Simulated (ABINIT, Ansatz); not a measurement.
An ABINIT input for a self-consistent single point of Bi (R-3m, 2 atoms in the cell) (DFT, PBE, plane waves, norm-conserving pseudopotentials (PseudoDojo nc-sr-05 PBE standard)):

```
# Bi, PseudoDojo nc-sr-05 PBE standard
pp_dirpath "./"
pseudos "Bi.upf"
acell 8.9696677684 8.9696677684 8.9696677684
rprim
         0.8776532527   -0.4792961173   -0.0000000001
         0.8776532527    0.4792961173   -0.0000000001
         0.6159043589   -0.0000000000    0.7878209319
natom 2
ntypat 1
znucl 83
typat 1 1
xcart
         2.6336831417   -0.0000000000    0.8750258097
         8.6213730193   -0.0000000000    2.8644007275
      Angstrom
ecut 66 Ry
ixc 11
occopt 3
tsmear 0.00367493
nband 21
kptopt 1
ngkpt 6 6 6
nshiftk 1
shiftk 0 0 0
nstep 80
toldfe 1.0e-09
prtwf 0
prtden 0
```

### Question
Write the same calculation as an input for Ansatz (a program for electronic structure).

### Answer
This is the input that was run; spellings and numerical settings could be chosen otherwise.

Ansatz 0.2 input:
```yaml
crystal:
  lattice:
    - [4.165820, -2.275000, 0.000000]
    - [4.165820, 2.275000, 0.000000]
    - [2.923417, 0.000000, 3.739427]
  atoms:
    - { symbol: Bi, position: [0.234000, 0.234000, 0.234000] }
    - { symbol: Bi, position: [0.766000, 0.766000, 0.766000] }
kpoints:
  mp_grid:
    grid: [6, 6, 6]
hamiltonian:
  xc: pbe
  pseudopotentials:
    kind: paw
scf:
  occupations:
    method: fermi_dirac
    width: 0.1
output:
  forces: true
  eigenvalues: true
  stress: true
```

Basis, cutoffs, solver keys and any potentials are the target program's own. This input uses DFT, PBE, plane waves, default PAW files.

The starting cell has typed, rounded lattice constants, without a prior relaxation at this level.
